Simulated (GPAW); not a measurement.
Band structure of SrZn₅ (P6/mmm, 6 atoms in the cell).

```
SrZn5
1.0
    5.48629     0.00000     0.00000
   -2.74315     4.75127     0.00000
    0.00000     0.00000     4.19856
Sr Zn
1 5
Direct
  0.00000   0.00000   0.00000
  0.66667   0.33333   0.00000
  0.33333   0.66667   0.00000
  0.50000   0.00000   0.50000
  0.50000   0.50000   0.50000
  0.00000   0.50000   0.50000
```

Method of the run: PBEsol, GPAW PAW datasets PBEsol (made by gpaw-setup) (plane waves; GPAW 25.7.0).

Settings: mode = pw; ecut = 850 eV; xc = PBEsol; kpts = 5 5 5; mesh shift (steps) = 0 0 0; occupations.name = fermi-dirac; occupations.width = 0.1 eV; nbands = -12; convergence.forces = 0.001 eV/Å; symmetry.symmorphic = false; symmetry.tolerance = 0.0005; maxiter = 120; bandpath_npoints = 40.

The starting cell comes from a database of computed structures (which also holds hypothetical and non-ambient phases and stackings), without a prior relaxation at this level.

Levels in eV from the Fermi level, bands 32 to 39:
```csv
point,32,33,34,35,36,37,38,39
Γ,-2.39,-2.39,-0.72,-0.05,-0.05,0.18,3.43,4.46
M,-2.82,-2.21,0.02,1.54,1.72,1.99,2.34,3.62
K,-4.38,0.48,0.48,0.74,0.74,1.01,2.84,2.84
A,-2.16,-1.16,-1.16,-0.21,-0.21,0.03,0.52,0.52
L,-4.63,-3.98,-1.33,-0.58,-0.28,1.27,3.04,4.18
H,-4.15,-4.15,-1.94,-1.65,1.86,1.86,2.75,2.75
```

Bands cross the Fermi level along this path, so the cell is metallic at this level.
